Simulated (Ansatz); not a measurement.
Worked example: self-consistent single point of the (001) slab of CaGa2 (cut from a parent of space group no. 194; 6 atoms in the cell) in Ansatz (a program for electronic structure).

Level of theory: LDA (PW92), default PAW files made with PBE (plane waves; Ansatz).

```xyz
6
Lattice="4.4655 0.0000 0.0000 -2.2327 3.8672 0.0000 0.0000 0.0000 20.7930" Properties=species:S:1:pos:R:3 pbc="T T T"
Ca     0.0000     0.0000     8.5403
Ca     0.0000     0.0000    12.2526
Ga     0.0000     2.5781     7.0000
Ga     2.2327     1.2891    13.7930
Ga     2.2327     1.2891    10.7123
Ga     0.0000     2.5781    10.0807
```

Reference input (self-consistent single point, DFT, LDA (PW92), plane waves, default PAW files made with PBE): basis.ecutwfc = 420 eV; kpoints.mp_grid.grid = 8 8 1; hamiltonian.xc = lda; hamiltonian.pseudopotentials = {kind: paw} (the program's default PAW files); scf.occupations.method = fermi_dirac; scf.occupations.width = 0.1 eV. This run's input differs from it in these lines:

Ansatz 0.2 input:
```diff
@@ -15,3 +15,3 @@
 kpoints:
-  mp_grid: { grid: [8, 8, 1] }
+  mp_grid: { grid: [6, 6, 1] }
 hamiltonian:
```

Output (repeated stretches shortened):

```
SCF iter   1: F=—  HF=-18372.487747 eV  |F-HF|=—  |Δ(HF+E_count)|=         —  Δρ=3.21e-3  dr2=3.50e-2  ethr=1.77e-3  ⟨swp⟩=13.6  Hψ=1515  notcnv=0
all-band conjugate gradients solve this SCF's bands
preconditioner: auto → LDOS
SCF iter   2: F=—  HF=-18372.484321 eV  |F-HF|=—  |Δ(HF+E_count)|=   3.43e-3  Δρ=1.37e-3  dr2=5.64e-3  ethr=4.86e-5  ⟨swp⟩=2.4  Hψ=684  notcnv=0
   [... lines left out ...]
SCF iter   5: F=—  HF=-18372.481477 eV  |F-HF|=—  |Δ(HF+E_count)|=   6.76e-5  Δρ=6.93e-5  dr2=1.71e-5  ethr=3.89e-7  ⟨swp⟩=2.7  Hψ=574  notcnv=0
SCF iter   6: F=—  HF=-18372.481666 eV  |F-HF|=—  |Δ(HF+E_count)|=   1.89e-4  Δρ=1.73e-5  dr2=1.26e-6  ethr=2.38e-8  ⟨swp⟩=2.0  Hψ=452  notcnv=0
SCF iter   7: F=—  HF=-18372.481666 eV  |F-HF|=—  |Δ(HF+E_count)|=   1.36e-8  Δρ=7.41e-6  dr2=1.67e-7  ethr=1.75e-9  ⟨swp⟩=2.0  Hψ=516  notcnv=0
SCF iter   8: F=-18372.481666 eV  HF=-18372.481666 eV  |F-HF|=1.53e-8  |Δ(HF+E_count)|=   1.73e-8  Δρ=1.69e-6  dr2=1.34e-8  ethr=1.39e-10  ⟨swp⟩=8.9  Hψ=1507  notcnv=0
SCF 1 converged in 8 iterations: F = -18372.481666 eV  dr2 = 1.34e-8
Free energy (F): -18372.481666 eV
Internal energy: -18372.361953 eV  (E = F + TS)
E sigma→0 (E₀):  -18372.421810 eV
Entropy (-TS):   -0.119712 eV (-19.952 meV/atom)
Fermi energy:    0.382189 eV
--- Forces (eV/Å), atoms counted from 1 ---
  atom   1  Ca     0.00000000    -0.00000000     0.13852629
  atom   2  Ca    -0.00000000     0.00000000    -0.13852629
  atom   3  Ga     0.00000000     0.00000000     0.13932526
  atom   4  Ga    -0.00000000    -0.00000000    -0.13932526
  atom   5  Ga     0.00000000     0.00000000    -0.07280236
  atom   6  Ga     0.00000000    -0.00000000     0.07280236
--- Stress (GPa, compression-positive) ---
       -1.835870      -0.000000      -0.000000
        0.000000      -1.835870      -0.000000
       -0.000000      -0.000000      -0.672213
  P = ⅓ Tr σ = -1.4480 GPa (-14.480 kbar)
  The stress holds the Pulay correction. Without it, at fixed plane waves, as pw.x and ABINIT print it: P = -1.4528 GPa
```

The run converged in 8 iterations. Against the reference run the free energy goes up by 1.5 meV/atom and the largest force goes from 0.153 to 0.139 eV/Å.

The starting cell comes from a database of computed structures (which also holds hypothetical and non-ambient phases and stackings), without a prior relaxation at this level. The slab is cut from that crystal, and its faces are unrelaxed. Its lattice was rescaled by up to half a per cent.
